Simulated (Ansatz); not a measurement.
Consider PbSe in the rock salt structure (space group Fm-3m, No. 225; a = 6.218 Å).

Computed with PBE, PAW, 420 eV (Ansatz, a program for electronic structure; without spin-orbit coupling).

Before the change:

| Quantity | Value |
|---|---|
| Pressure | -0.01 GPa |
| Electron mass | 0.15 mₑ along k, 0.12 mₑ across (at L) |

It is then changed as follows: every lattice vector is stretched by 1.00 %, atoms relaxed at fixed cell.

Q: Estimate the effect on the pressure and electron mass.

A: The pressure falls by 1.30 GPa, from -0.01 GPa to -1.31 GPa; the electron mass becomes 0.17 mₑ along k, 0.13 mₑ across (at L) (base: 0.15 mₑ along k, 0.12 mₑ across (at L)).

Spin-orbit coupling, missing from the scalar runs, can matter with Pb. The levels and masses belong to the bands next to the band gap. The cells carry an imposed strain or load. Effective masses come from finite differences of ±0.01 Å⁻¹. Along k means along the line from Γ to the band edge. Stability against distortions was not tested.
